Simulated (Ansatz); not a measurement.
System: Si (model structure, started from the Ge type, P4₃2₁2, No. 96, 12 atoms in the cell). Method: LDA (Ansatz, an electronic-structure program, PAW).

Run with plane-wave cutoff 520 eV, 6×6×6 k mesh, Fermi–Dirac smearing 0.01 eV, scalar-relativistic PAW data made under PBE.

Cell (relaxed with PBEsol):

```yaml
crystal:
  lattice:
    - [5.63372, 0.00000, 0.00000]
    - [0.00000, 5.63372, 0.00000]
    - [0.00000, 0.00000, 6.72479]
  atoms:
    - { symbol: Si, position: [0.08298, 0.08298, 0.00000] }
    - { symbol: Si, position: [0.41702, 0.58298, 0.75000] }
    - { symbol: Si, position: [0.91702, 0.91702, 0.50000] }
    - { symbol: Si, position: [0.58298, 0.41702, 0.25000] }
    - { symbol: Si, position: [0.16664, 0.37033, 0.24782] }
    - { symbol: Si, position: [0.12967, 0.66664, 0.99782] }
    - { symbol: Si, position: [0.83336, 0.62967, 0.74782] }
    - { symbol: Si, position: [0.87033, 0.33336, 0.49782] }
    - { symbol: Si, position: [0.66664, 0.12967, 0.00218] }
    - { symbol: Si, position: [0.62967, 0.83336, 0.25218] }
    - { symbol: Si, position: [0.33336, 0.87033, 0.50218] }
    - { symbol: Si, position: [0.37033, 0.16664, 0.75218] }
```

Problem. What does this level give for the band gap, smallest direct gap on the k points sampled and Γ–Γ gap?

Solution. 
- band gap: 1.03 eV (indirect)
- smallest direct gap on the k points sampled: 1.35 eV
- Γ–Γ gap: 1.38 eV

Note: the relaxation could raise the start's symmetry but not lower it, so the cell can be a saddle point; cell and atoms aren't relaxed at this level (largest force component 0.07 eV/Å, pressure -1.6 GPa).

Computed values are for the static lattice.

A model structure was made by putting elements into a prototype or built by hand; it is no filed structure, need not be a known phase, and can be a saddle point held by its symmetry.
